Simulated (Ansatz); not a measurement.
Base system: BAs in the wurtzite structure (space group P6_3mc, No. 186; a = 3.354 Å, c = 5.554 Å; a cell from a computed database, its experimental status unchecked). Axes: x lies along a and z along c of the hexagonal cell.

Modification: the cell is stretched by 0.57 % along z with no lateral relaxation; the atoms relax in the strained cell.

Levels (all Ansatz, a program for electronic structure, PAW): PBEsol (420 eV, scalar-relativistic without spin-orbit coupling); r2SCAN (500 eV, without spin-orbit coupling).

The geometry is relaxed with PBEsol.

| Property | Value |
|---|---|
| PBEsol lowest conduction level above the VBM at special points | M 1.06 eV; K 1.19 eV; L 1.66 eV; Γ 2.20 eV |
| PBEsol pressure | -0.81 GPa |
| PBEsol smallest direct gap | 2.20 eV |

Task: What does r2SCAN give at this geometry for the lowest conduction level above the VBM at special points, pressure and smallest direct gap?

Result: The lowest conduction level above the VBM at special points changes from M 1.06 eV; K 1.19 eV; L 1.66 eV; Γ 2.20 eV to M 1.35 eV; K 1.51 eV; L 1.97 eV; Γ 2.53 eV; the pressure rises by 1.49 GPa (-0.81 GPa → 0.68 GPa); the smallest direct gap rises by 0.324 eV, from 2.20 eV to 2.53 eV.

Single points use the geometry relaxed with PBEsol. Their cutoffs differ, which shifts pressures a little. Whether these cells are dynamically stable was not tested. This is not the structure that BAs has at room temperature and ambient pressure.
